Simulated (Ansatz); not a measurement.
**CuAu (space group P4/mmm, No. 123)**

Space group P4/mmm (No. 123); a = 2.861 Å, b = 2.861 Å, c = 3.552 Å, α = 90.00°, β = 90.00°, γ = 90.00°

| atom | site | symmetry | x | y | z |
|---|---|---|---|---|---|
| Cu | 1d | 4/mmm | 0.5000 | 0.5000 | 0.5000 |
| Au | 1a | 4/mmm | 0.0000 | 0.0000 | 0.0000 |

The values are results of r2SCAN (Ansatz, an electronic-structure program, PAW, scalar-relativistic without spin-orbit coupling), not measurements. k-mesh 16×16×13 (Γ-centred); smearing 0.05 eV (Fermi–Dirac).

```yaml
volume_per_atom: 14.53 Å³
density: 14.88 g/cm³
band_gap: zero
total_energy: -9897.429 eV/atom (σ→0; compares only within this code and set-up)
```

No phonon test of stability was made. The final runs are not spin-polarised.
